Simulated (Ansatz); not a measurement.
## Effect of isotropic strain +5.56 % on Nb

Base system: Nb in the bcc (W type) structure (space group Im-3m, No. 229; a = 3.304 Å; relaxed with 0.1 eV smearing).

Modification: the cell is scaled by 1.0556 in all directions, atoms relaxed at fixed cell.

Level of theory: r2SCAN (Ansatz, a quantum-chemistry and plane-wave program, PAW, without spin-orbit coupling). k-mesh 28×28×28 (Γ-centred); smearing 0.1 eV (Fermi–Dirac).

The volume per atom rises by 3.18 Å³ to 21.22 Å³ and the space group remains Im-3m (No. 229). The shortest interatomic distance rises by 0.159 Å, from 2.862 Å to 3.021 Å and the energy increases by 0.236 eV/atom. The pressure goes from zero to -20.9 GPa and the band gap is still zero.

Whether these cells are dynamically stable was not tested. All final runs are without spin polarisation.
